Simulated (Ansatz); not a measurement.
Hypothetical anti-CdI2 type Tl2S under a change: 4 layers

Consider Tl2S in the anti-CdI2 type structure (space group P-3m1, No. 164; a = 4.172 Å, c = 5.967 Å; a hypothetical phase, not in the database extracts checked).

Now apply this change: a free-standing slab of 4 layers (12 atoms, 3 a layer) is cut normal to the stacking axis, with 15 Å of vacuum and the in-plane cell relaxed.

Level of theory: Ansatz (a quantum-chemistry and plane-wave program), r2SCAN+rVV10, PAW, cutoff 500 eV, no spin-orbit coupling. Γ-centred 13×13×1 mesh, Fermi–Dirac width 0.05 eV, for the changed cell.

| quantity | base | changed | shift |
|---|---|---|---|
| layer's space group (with vacuum) | – | P-3m1 (No. 164) | – |
| shortest interatomic distance | 2.914 Å | 2.901 Å | -0.013 Å |
| band gap | zero | 0.14 eV | – |
| gap character | – | indirect, Γ → M | – |
| valence-band top at Γ (three highest levels, from the VBM) | – | 0.00, -0.62, -1.19 eV | – |
| excess energy per area of both faces (slab less bulk energy over the cell's area: twice a surface energy) (uncertain by up to 0.1 J/m²) | – | 0.4 J/m² | – |
| thickness between the outermost nuclei | – | 21.95 Å | – |
| in-plane lattice parameter a | 4.172 Å | 4.104 Å | -0.068 Å |

Cost of the whole job for the changed cell (relaxation, final SCF and bands): very roughly 15 core-minutes.

The excess energy carries the mismatch between the slab's and the bulk's meshes. With Tl present, leaving out spin-orbit coupling can change the band edges. Stability against distortions was not tested. The final runs are not spin-polarised. The zero or small gap of Tl2S can change with the level of theory.
